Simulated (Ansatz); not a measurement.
The starting structures come from a database of crystals and need not be the phases stable at ambient conditions.

The decay constant κ of evanescent states in the gap governs leakage through a thin film.

Here is the system:

```xyz
6
Lattice="4.0692 0.0000 0.0000 0.0000 4.0692 0.0000 0.0000 0.0000 5.8139" Properties=species:S:1:pos:R:3 pbc="T T T"
La     2.0346     0.0000     4.1611
La     0.0000     2.0346     1.6528
O      0.0000     0.0000     2.9070
O      2.0346     2.0346     2.9070
F      2.0346     2.0346     0.0000
F      0.0000     0.0000     0.0000
```

Space group of this cell: P4/nmm. The cell is taken as given; by r2SCAN its mean pressure is 0.7 GPa.

Transport runs along the normal of the first two printed cell vectors, the (001) plane of the conventional cell.

No gap correction and no spin-orbit coupling; mid-gap values are interpolated between computed energies.

Q: State the band gap and the smallest decay constant κ at mid-gap according to r2SCAN run with Ansatz (an electronic-structure program).

A: Gap 5.07 eV on a 8×8×6 mesh; κ = 0.538 1/Å, at the zone centre.
